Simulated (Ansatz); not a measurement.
System: B vacancy in zinc-blende BP (charge state -3). Computed with PBE, PAW (plane waves to 420 eV; Ansatz, a program for electronic structure).

Cell of 64 host sites held at the relaxed PBE lattice; a 2×2×2 k-point mesh shifted by half a step; Fermi-Dirac width 0.01 eV, spin-restricted; finite-size errors left in. Static, classical nuclei. The charge state is imposed; whether it is stable for some Fermi level was not computed. Forms of the defect that were not tried may lie lower.

Barriers: single points on a 3×3×3 k-point mesh shifted by half a step at the bands' geometries.

Relaxed starting cell (atoms counted from 1):

```xyz
63
Lattice="9.0968 0.0000 0.0000 0.0000 9.0968 0.0000 0.0000 0.0000 9.0968" Properties=species:S:1:pos:R:3 pbc="T T T"
B     -0.0020    -0.0021     4.5536
B     -0.0020     4.5463     0.0052
B     -0.0021     4.5463     4.5536
B      4.5464    -0.0021     0.0052
B      4.5464    -0.0021     4.5536
B      4.5464     4.5464     0.0052
B      4.5464     4.5463     4.5536
P      1.1311     1.1311     3.4015
P      1.0894     1.0893     8.0107
P      1.1215     5.6858     3.4142
P      1.1311     5.6984     7.9689
P      5.6859     1.1215     3.4141
P      5.6985     1.1310     7.9689
P      5.6875     5.6875     3.4124
P      5.6859     5.6858     7.9784
B     -0.0305     2.2628     2.2701
B      0.0264     2.2627     6.8372
B      0.0265     6.8298     2.2701
B     -0.0305     6.8299     6.8372
B      4.5475     2.2658     2.2732
B      4.5452     2.2659     6.8340
B      4.5452     6.8268     2.2732
B      4.5475     6.8268     6.8341
P      1.1311     3.3942     1.1383
P      1.1216     3.4068     5.6931
P      1.0892     8.0033     1.0966
P      1.1311     7.9616     5.7057
P      5.6858     3.4068     1.1288
P      5.6875     3.4052     5.6948
P      5.6985     7.9616     1.1383
P      5.6858     7.9712     5.6930
B      2.2628    -0.0305     2.2700
B      2.2628     0.0264     6.8372
B      2.2659     4.5475     2.2732
B      2.2659     4.5452     6.8340
B      6.8300     0.0264     2.2700
B      6.8299    -0.0305     6.8371
B      6.8268     4.5452     2.2731
B      6.8268     4.5475     6.8341
P      3.3943     1.1310     1.1383
P      3.4069     1.1215     5.6931
P      3.4069     5.6859     1.1288
P      3.4052     5.6875     5.6948
P      8.0034     1.0893     1.0966
P      7.9616     1.1310     5.7057
P      7.9617     5.6985     1.1383
P      7.9712     5.6858     5.6931
B      2.2629     2.2628    -0.0233
B      2.2659     2.2659     4.5548
B      2.2628     6.8299     0.0337
B      2.2659     6.8268     4.5524
B      6.8299     2.2628     0.0337
B      6.8269     2.2659     4.5524
B      6.8300     6.8299    -0.0232
B      6.8268     6.8268     4.5548
P      3.4052     3.4051     3.4125
P      3.4069     3.4069     7.9784
P      3.4069     7.9712     3.4141
P      3.3943     7.9616     7.9689
P      7.9712     3.4069     3.4141
P      7.9617     3.3942     7.9689
P      7.9617     7.9616     3.4015
P      8.0034     8.0035     8.0106
```
Cell charge -3.

End state 1 differs by these moves (Å; atoms that move under 0.08 Å are left out):

```tsv
atom	element	Δx	Δy	Δz
18	B	0.00	2.25	-2.25
26	P	0.00	-0.10	0.10
```

Task: Give the forward and backward barriers to end state 1 at the level PBE, PAW.

Result: forward 3.22 eV, backward 3.22 eV; at the saddle point atom 18 has neighbours P at 1.82, 3 P at 2.27, P at 2.27 Å. The saddle point's order was not checked, and it lies on a symmetry element of the cell, where a band can be held.
